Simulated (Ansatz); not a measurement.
Consider the following.

```
CELL_PARAMETERS angstrom
      0.00000     2.59098     2.59098
      2.59098     0.00000     2.59098
      2.59098     2.59098     0.00000
ATOMIC_POSITIONS crystal
  S  0.00000 0.00000 0.00000
  Mg 0.50000 0.50000 0.50000
```

No spin polarisation.

0.0522 electrons added to each cell, a density of 1.5×10^21 cm⁻³, with a uniform compensating background at fixed cell and a 300 K Fermi–Dirac width.

The values are results of Ansatz (a quantum-chemistry and plane-wave program) PBEsol, spin-orbit coupling left out, not measurements. Settings: 25×25×25 k-points, 0.0259 eV Fermi–Dirac smearing.

Question: Predict the Fermi level from band edge, gap character and gap between the host's bands.

Answer: The Fermi level relative to the doped band's edge (positive inside the band; to 0.05 eV) is +0.55 eV, the gap character is indirect, Γ → X and the gap between the host's bands is 2.72 eV.

Carriers are added with a uniform compensating background; total energy and stress of such cells depend on the potential's zero and are not compared; many-body gap narrowing is missing at this level. Whether these cells are dynamically stable was not tested. The cell was made from MgS in the rock salt structure (space group Fm-3m, No. 225) by this change: electrons 1.5×10^21 cm⁻³.
